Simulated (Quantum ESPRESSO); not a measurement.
Worked example: self-consistent single point of Al3H (Fm-3m, 4 atoms in the cell) in Quantum ESPRESSO.

Method: Wu-Cohen GGA, GBRV 1.5 ultrasoft (PBE) pseudopotentials (plane waves; Quantum ESPRESSO).

```
CELL_PARAMETERS angstrom
     -3.05886     0.00000     3.05886
      0.00000     3.05886     3.05886
     -3.05886     3.05886     0.00000
ATOMIC_POSITIONS crystal
  Al 0.75000 0.75000 0.75000
  Al 0.25000 0.25000 0.25000
  Al 0.50000 0.50000 0.50000
  H  0.00000 0.00000 0.00000
```

Reference input (self-consistent single point, DFT, PBEsol, plane waves, GBRV 1.5 ultrasoft (PBESOL) pseudopotentials): ecutwfc = 40 Ry; ecutrho = 200 Ry; occupations = smearing; smearing = mp; degauss = 0.0147 Ry; potentials = {Al: al_pbesol_v1.uspp.F.UPF, H: h_pbesol_v1.4.uspp.F.UPF}; K_POINTS = automatic 9 9 9 0 0 0; conv_thr = 1e-10 Ry. This run's input differs from it in these lines:

```diff
@@ -18,2 +18,3 @@
  degauss = 0.0147,
+ input_dft = 'wc',
 /
@@ -23,4 +24,4 @@
 ATOMIC_SPECIES
-Al    26.9815  al_pbesol_v1.uspp.F.UPF
-H      1.0080  h_pbesol_v1.4.uspp.F.UPF
+Al    26.9815  al_pbe_v1.uspp.F.UPF
+H      1.0080  h_pbe_v1.4.uspp.F.UPF
 ATOMIC_POSITIONS {bohr}
```

Log, with long lists cut:

```
     Self-consistent Calculation

     iteration #  1     ecut=    40.00 Ry     beta= 0.70

     Threshold (ethr) on eigenvalues was too large:
     Diagonalizing with lowered threshold

     total energy              =     -21.06061951 Ry
     estimated scf accuracy    <       0.03600778 Ry

     iteration #  2     ecut=    40.00 Ry     beta= 0.70

     total energy              =     -21.06542234 Ry
     estimated scf accuracy    <       0.01137177 Ry

     iteration #  3     ecut=    40.00 Ry     beta= 0.70

     total energy              =     -21.06792415 Ry
     estimated scf accuracy    <       0.00100717 Ry

   [... 4 blocks of this kind left out ...]

     iteration #  8     ecut=    40.00 Ry     beta= 0.70

     total energy              =     -21.06809667 Ry
     estimated scf accuracy    <          1.7E-10 Ry

     iteration #  9     ecut=    40.00 Ry     beta= 0.70
     End of self-consistent calculation

     the Fermi energy is     6.1151 ev

!    total energy              =     -21.06809667 Ry
     estimated scf accuracy    <          6.3E-12 Ry
     smearing contrib. (-TS)   =      -0.00004206 Ry
     internal energy E=F+TS    =     -21.06805461 Ry

     convergence has been achieved in   9 iterations

     Forces acting on atoms (cartesian axes, Ry/au):

     atom    1 type  1   force =     0.00000000    0.00000000    0.00000000
   [... zero for the other atoms too ...]

     Total force =     0.000000     Total SCF correction =     0.000000

          total   stress  (Ry/bohr**3)                   (kbar)     P=        3.78
   0.00002569  -0.00000000  -0.00000000            3.78       -0.00       -0.00
  -0.00000000   0.00002569   0.00000000           -0.00        3.78        0.00
  -0.00000000   0.00000000   0.00002569           -0.00        0.00        3.78

   JOB DONE.
```

The run converged in 9 iterations. Against the reference run the pressure goes from 0.12 to 0.38 GPa.

The starting cell comes from a database of computed structures (which also holds hypothetical and non-ambient phases and stackings), without a prior relaxation at this level. Its lattice was rescaled by a random factor within 2.5 % of one.
